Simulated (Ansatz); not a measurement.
Results of LDA in Ansatz (plane waves, PAW) for SrZrO3 (model structure, R3c, No. 161, 10 atoms in the cell).

Settings: plane-wave cutoff 520 eV, 8×8×8 k mesh, Fermi–Dirac smearing 0.01 eV, scalar-relativistic PAW data made under PBE.

Cell (relaxed at this level):

```xyz
10
Lattice="2.8799 1.6627 4.6595 -2.8799 1.6627 4.6595 0.0000 -3.3254 4.6595" Properties=species:S:1:pos:R:3 pbc="T T T"
Sr     0.0000     0.0000     3.7394
Sr     0.0000     0.0000    10.7286
Zr     0.0000     0.0000     0.1651
Zr     0.0000     0.0000     7.1543
O      1.6266     0.4584     5.9221
O     -1.2103     1.1795     5.9221
O     -0.4164    -1.6379     5.9221
O      0.4164     1.6875     8.2518
O     -1.6696    -0.4832     8.2518
O      1.2533    -1.2043     8.2518
```

Q: Predict the band gap and smallest direct gap on the k points sampled.

A: 
- band gap = 3.80 eV
- smallest direct gap on the k points sampled = 3.84 eV

Note: the relaxation could raise the start's symmetry but not lower it, so the cell can be a saddle point.

Spin–orbit coupling is not included.

Static lattice: no zero-point or thermal effects.

It cost about 70 core-seconds (a rough figure) of CPU time.

A model structure was made by putting elements into a prototype or built by hand; it is no filed structure, need not be a known phase, and can be a saddle point held by its symmetry.

Ansatz is a program for electronic structure.
